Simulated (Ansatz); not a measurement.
The structure below was relaxed with DFT with PBEsol, PAW potentials and a 420 eV plane-wave cutoff in Ansatz (an electronic-structure program), no spin-orbit coupling, at pressure 7.5 GPa.

```
CdTe
1.0
    0.00000     2.89738     2.89738
    2.89738     0.00000     2.89738
    2.89738     2.89738     0.00000
Cd Te
1 1
Cartesian
  0.00000   0.00000   0.00000
  2.89738   2.89738   2.89738
```

Question: Find the space group and the Wyckoff positions.

Answer: Space group Fm-3m (No. 225); a = b = c = 5.7948 Å, α = β = γ = 90.00°

| atom | site | symmetry | x | y | z |
|---|---|---|---|---|---|
| Cd | 4a | m-3m | 0.0000 | 0.0000 | 0.0000 |
| Te | 4b | m-3m | 0.5000 | 0.5000 | 0.5000 |

Load acts through the strain it causes; cell and atoms are relaxed under it. Whether these cells are dynamically stable was not tested. Competing high-pressure phases were not computed. All final runs are without spin polarisation. The cell was made from CdTe in the rock salt structure (space group Fm-3m, No. 225) by this change: pressure 7.5 GPa. This is not the structure that CdTe has at room temperature and ambient pressure.
